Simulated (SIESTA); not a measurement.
Band structure of Nb₂AsC (P6_3/mmc, 8 atoms in the cell).

```xyz
8
Lattice="3.3774 0.0000 0.0000 -1.6887 2.9249 0.0000 0.0000 0.0000 12.0036" Properties=species:S:1:pos:R:3 pbc="T T T"
Nb     0.0000     1.9499     4.8654
Nb     1.6887     0.9750     7.1382
Nb     1.6887     0.9750    10.8672
Nb     0.0000     1.9499     1.1364
As     1.6887     0.9750     3.0009
As     0.0000     1.9499     9.0027
C      0.0000     0.0000     6.0018
C      0.0000     0.0000     0.0000
```

Level of theory: LDA PW92, numerical atomic orbitals DZP, PseudoDojo LDA standard norm-conserving potentials (rewritten from UPF to PSML) run with SIESTA.

Settings: XC.functional = LDA; XC.authors = PW92; potentials = PseudoDojo LDA standard; PAO.BasisSize = DZP; PAO.EnergyShift = 0.005 Ry; MeshCutoff = 300 Ry; kgrid.MonkhorstPack = 7 7 2; OccupationFunction = MP; OccupationMPOrder = 0; ElectronicTemperature = 0.2 eV; MaxSCFIterations = 150; SCF.Mixer.Method = Pulay; SCF.Mixer.Weight = 0.25; SCF.Mixer.History = 6.

The starting cell comes from a database of computed structures (which also holds hypothetical and non-ambient phases and stackings), without a prior relaxation at this level. Its lattice was rescaled by a random factor within 2.5 % of one. Spin polarisation is off. Values carry the incompleteness of an atom-centred basis.

Levels in eV from the Fermi level, bands 42 to 47:
```csv
point,42,43,44,45,46,47
Γ,-1.19,-1.18,-1.18,-0.93,0.14,0.25
M,-2.77,-2.03,-0.84,1.16,1.22,1.32
K,-3.32,-1.64,-0.41,-0.41,0.27,0.52
A,-1.32,-0.75,-0.75,-0.75,-0.75,-0.27
L,-2.96,-1.50,-1.50,1.20,1.20,1.41
H,-3.57,-0.89,-0.89,-0.46,-0.46,0.57
```

Bands cross the Fermi level along this path, so the cell is metallic at this level.

Higher empty bands are left out: an atom-centred basis made for the valence describes them poorly.
